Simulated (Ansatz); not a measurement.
Input and output of a self-consistent single point for MgTi (Amm2, 10 atoms in the cell) (Ansatz, a quantum-chemistry and plane-wave program).

Level of theory: PBEsol, default PAW files made with PBE (plane waves; Ansatz).

```xyz
10
Lattice="4.7681 0.0000 0.0000 0.0000 8.1837 2.4988 0.0000 -8.1837 2.4988" Properties=species:S:1:pos:R:3 pbc="T T T"
Mg     0.0000     1.7284     4.3750
Mg     0.0000    -1.7284     4.3750
Mg     2.3841     0.0000     3.8214
Mg     2.3841    -1.7111     1.3436
Mg     2.3841     1.7111     1.3436
Ti     0.0000    -3.3589     1.8808
Ti     0.0000     3.3589     1.8808
Ti     2.3841     3.4097     3.7244
Ti     2.3841    -3.4097     3.7244
Ti     0.0000     0.0000     1.8516
```

Reference input (self-consistent single point, DFT, PBEsol, plane waves, default PAW files made with PBE): kpoints.mp_grid.grid = 6 6 6; hamiltonian.xc = pbesol; hamiltonian.pseudopotentials = {kind: paw} (the program's default PAW files); scf.occupations.method = cold; scf.occupations.width = 0.01 Ry. This run's input differs from it in these lines:

Ansatz 0.2 input:
```diff
@@ -18,3 +18,3 @@
 kpoints:
-  mp_grid: { grid: [6, 6, 6] }
+  mp_grid: { grid: [4, 4, 4] }
 hamiltonian:
@@ -23,3 +23,3 @@
 scf:
-  occupations: { method: cold, width: 0.01 Ry }
+  occupations: { method: cold, width: 0.0073 Ry }
 output:
```

Output, abridged:

```
SCF iter   1: F=—  HF=-21927.870346 eV  |F-HF|=—  |Δ(HF+E_count)|=         —  Δρ=8.12e-3  dr2=1.98e-1  ethr=1.77e-3  ⟨swp⟩=6.2  Hψ=4864  notcnv=0
all-band conjugate gradients solve this SCF's bands
preconditioner: auto → Kerker (q_TF=auto, 2.480 Å⁻¹)
SCF iter   2: F=—  HF=-21927.845510 eV  |F-HF|=—  |Δ(HF+E_count)|=   2.48e-2  S|Δr|=    0.00e0  Δρ=3.58e-3  dr2=3.85e-2  ethr=1.80e-4  ⟨swp⟩=2.0  Hψ=2270  notcnv=0  defer=60
   [... lines left out ...]
SCF iter   5: F=—  HF=-21927.840276 eV  |F-HF|=—  |Δ(HF+E_count)|=   2.13e-4  S|Δr|=    0.00e0  Δρ=5.57e-5  dr2=6.97e-6  ethr=6.98e-8  ⟨swp⟩=2.0  Hψ=1974  notcnv=0  defer=60
SCF iter   6: F=—  HF=-21927.840274 eV  |F-HF|=—  |Δ(HF+E_count)|=   1.61e-6  S|Δr|=    0.00e0  Δρ=2.18e-5  dr2=1.28e-6  ethr=6.34e-9  ⟨swp⟩=2.2  Hψ=2374  notcnv=0  defer=60
SCF iter   7: F=-21927.840274 eV  HF=-21927.840274 eV  |F-HF|=7.86e-8  |Δ(HF+E_count)|=   2.40e-7  S|Δr|=    0.00e0  Δρ=5.90e-6  dr2=8.81e-8  ethr=9.09e-11  ⟨swp⟩=9.3  Hψ=6496  notcnv=0
SCF 1 converged in 7 iterations: F = -21927.840274 eV  dr2 = 8.81e-8
Stability not checked (fill_not_monotonic)
Free energy (F): -21927.840274 eV
Internal energy: -21927.835937 eV  (E = F + TS)
E sigma→0 (E₀):  -21927.838828 eV
Entropy (-TS):   -0.004337 eV (-0.434 meV/atom)
Fermi energy:    8.991075 eV
--- Forces (eV/Å), atoms counted from 1 ---
  atom   1  Mg    -0.00000000     0.02018950    -0.05055738
  atom   2  Mg    -0.00000000    -0.02018950    -0.05055738
  atom   3  Mg    -0.00000000     0.00000000     0.04391563
  atom   4  Mg     0.00000000    -0.00480163     0.05399030
   [... lines left out ...]
  atom  10  Ti    -0.00000000     0.00000000    -0.03759199
--- Stress (GPa, compression-positive) ---
       -2.578399       0.000000       0.000000
        0.000000      -2.101711      -0.000000
        0.000000      -0.000000      -2.926540
  P = ⅓ Tr σ = -2.5356 GPa (-25.356 kbar)
  The stress holds the Pulay correction. Without it, at fixed plane waves, as pw.x and ABINIT print it: P = -2.5405 GPa
```

The run converged in 7 iterations. Against the reference run the free energy rises by 1.5 meV/atom, the pressure stays at -2.54 GPa and the largest force goes from 0.128 to 0.115 eV/Å.

The starting cell comes from a database of computed structures (which also holds hypothetical and non-ambient phases and stackings), without a prior relaxation at this level. Spin polarisation is off. Ansatz's pressure includes its estimate of the finite-basis (Pulay) stress.
